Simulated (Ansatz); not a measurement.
Take TiAl (space group P4/mmm, No. 123; a = 2.766 Å, c = 4.002 Å; relaxed with 0.1 eV smearing) as the base.

Computed with Ansatz (a first-principles code), LDA, PAW, cutoff 420 eV, without spin-orbit coupling.

Strains are applied to the cell and any free atomic positions relax.

One change was made to it. Results:

```csv
quantity,base,after
energy relative to the base (free energy F),0 meV/atom,+1.4 meV/atom
"pressure (mean of the normal stresses, compression positive)",0.0 GPa,2.0 GPa
```

Name the change that was made.
(A) isotropic strain −3.00 %
(B) isotropic strain −0.50 %
(C) isotropic strain +1.00 %
(D) isotropic strain +2.00 %

B, isotropic strain −0.50 %. For comparison, the energy relative to the base in the other runs: isotropic strain +1.00 % gives +5.3 meV/atom; isotropic strain +2.00 % gives +21 meV/atom; isotropic strain −3.00 % gives +54 meV/atom.

Stability against distortions was not tested. All final runs are without spin polarisation.
